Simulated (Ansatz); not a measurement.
Take ZnF2 in the rutile structure (space group P4_2/mnm, No. 136; a = 4.801 Å, c = 3.175 Å) as the base.

The values are results of plane-wave PAW DFT at the PBE level (Ansatz, an electronic-structure program, 420 eV), no spin-orbit coupling, not measurements.

Before the change:

| Item | Value |
|---|---|
| Width of the top valence band | 1.09 eV |
| Pressure | 0.00 GPa |

Perturbation: an isotropic linear strain of −1.80 %, atoms relaxed at fixed cell.

What happens to the width of the top valence band?

The width of the top valence band goes up by 0.15 eV (1.09 eV → 1.24 eV).

What does the calculation give for the energy relative to the base after the change?

The energy increases by 12 meV/atom.

What does the calculation give for the pressure after the change?

The pressure (mean of the normal stresses, compression positive) goes from zero to 6.15 GPa.

The levels and masses belong to the bands next to the band gap. Stability against distortions was not tested.
